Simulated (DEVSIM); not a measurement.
Device: illuminated Si n-on-p cell, one wavelength, at 300 K.

Layer 1 from the left is Si, thickness (μm) 0.230, Nd (cm⁻³) 2.1e18, τn (s) 1.4e-6, τp (s) 4.1e-7, absorption coefficient (cm⁻¹) 16000. Layer 2 from the left is Si, thickness (μm) 300, Na (cm⁻³) 2.3e17, τn (s) 1.4e-5, τp (s) 1.4e-5, absorption coefficient (cm⁻¹) 16000.

Left contact: ohmic, minority hole recombination velocity 30000 cm/s. Right contact: ohmic, minority electron recombination velocity 2e5 cm/s. Voltage is applied to the left contact. Recombination: SRH at mid-gap, radiative, Auger. Light enters at the left, 3.6e17 photons cm⁻² s⁻¹, one pass, no reflection. Mobility is μmin + (μ − μmin)/(1 + (N/Nref)^α).

Constants are typed, rounded textbook-type inputs, not results; the design itself was drawn at random and stands for no fabricated device. Values at 300 K.

Si: gap (eV) 1.124, affinity (eV) 4.05, permittivity 11.7, Nc (cm⁻³) 2.86e19, Nv (cm⁻³) 3.1e19, μn (cm²/Vs) 1417, μp (cm²/Vs) 470, μn,min 52, μp,min 45, Nref,n 9.7e16, Nref,p 2.2e17, αn 0.68, αp 0.72, B (cm³/s) 4.7e-15, Cn (cm⁶/s) 2.8e-31, Cp (cm⁶/s) 9.9e-32.

Model (solved in DEVSIM): 1D drift-diffusion, Boltzmann statistics, complete ionisation; no tunnelling, impact ionisation, image-force lowering or self-heating.

Dark forward current:

| |V| (V) | |J| (A/cm²) |
|---|---|
| 0.10 | 2.097e-10 |
| 0.15 | 6.724e-10 |
| 0.20 | 2.299e-9 |
| 0.25 | 9.256e-9 |
| 0.30 | 4.560e-8 |
| 0.35 | 2.645e-7 |
| 0.40 | 1.689e-6 |
| 0.45 | 1.129e-5 |
| 0.50 | 7.700e-5 |
| 0.55 | 0.0005295 |
| 0.60 | 0.003652 |
| 0.65 | 0.02518 |
| 0.70 | 0.1714 |
| 0.75 | 1.079 |
| 0.80 | 5.030 |
| 0.85 | 14.56 |
| 0.90 | 29.94 |
| 0.95 | 51.09 |
| 1.00 | 78.09 |
| 1.05 | 111.0 |
| 1.10 | 149.8 |
| 1.15 | 194.3 |
| 1.20 | 244.3 |
| 1.25 | 299.6 |
| 1.30 | 359.9 |
| 1.35 | 424.9 |

Work out the local ideality factor n = ΔV / (kT/q · ln(J2/J1)) between the rows 0.15 and 0.20 V, 0.55 and 0.60 V, 1.30 and 1.35 V.

kT/q = 25.85 mV. From 0.15 to 0.20 V: ln(2.299e-9/6.724e-10) = 1.229, n = 1.57. From 0.55 to 0.60 V: ln(0.003652/0.0005295) = 1.931, n = 1.00, near the 1 of diffusion or emission over a barrier. From 1.30 to 1.35 V: ln(424.9/359.9) = 0.166, n = 11.65.

What current could the absorbed light give at most, and what share is collected?

Σ αd = 480, so qΦ(1 − exp(−Σ αd)) = 57.7 mA/cm². The simulated short-circuit current is 55.80 mA/cm², a share of 0.97.

Estimate the open-circuit voltage by superposition: the voltage at which the dark current equals that short-circuit current.

Interpolating ln J in the table gives 0.671 V. The simulation gives 0.670 V, the same within the digits that matter. Superposition holds where collection doesn't change with voltage.

Estimate the fill factor from FF0 = (v − ln(v + 0.72))/(v + 1), v = qVoc/(nkT), with n from the dark curve.

The rows about Voc, 0.65 and 0.70 V, give n = 1.01, so v = 25.7 and FF0 = 0.840. The simulation gives 0.839, the same within the digits that matter.
